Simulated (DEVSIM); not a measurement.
Structure: Al/HfO2/p-Ge capacitor, at 300 K.

Layer 1 from the left is HfO2, thickness (nm) 4.50. Layer 2 from the left is Ge, thickness (nm) 2600, Na (cm⁻³) 5.1e16.

Metal gate on the left, work function 4.1 eV. Fixed charge at the semiconductor interface 2.1e11 cm⁻² (in units of +e); no interface traps.

Constants are typed, rounded textbook-type inputs, not results; the design itself was drawn at random and stands for no fabricated device. Values at 300 K.

HfO2: gap (eV) 5.7, affinity (eV) 2.5, permittivity 22. Ge: gap (eV) 0.664, affinity (eV) 4, permittivity 16, Nc (cm⁻³) 1.04e19, Nv (cm⁻³) 6e18.

**Question.** Estimate by hand the flat-band voltage, the threshold voltage, and compare with a numerical solution.

**Answer.** 
- Flat-band voltage: C = 4.33 μF/cm², work-function difference -0.441 V; VFB = φms − qNf/C = -0.45 V; numerical -0.45 V.
- Threshold voltage: φF = 0.202 V, depletion charge √(4εqNφF) = 9.66e-8 C/cm²; VT = VFB + 2φF + Qd/C = -0.02 V; numerical -0.02 V.

Simulated with DEVSIM: 1D Poisson equation in equilibrium, Boltzmann statistics, complete ionisation; no quantum confinement or tunnelling. Metal contacts follow the ideal Schottky-Mott rule: no Fermi-level pinning, no interface dipoles.
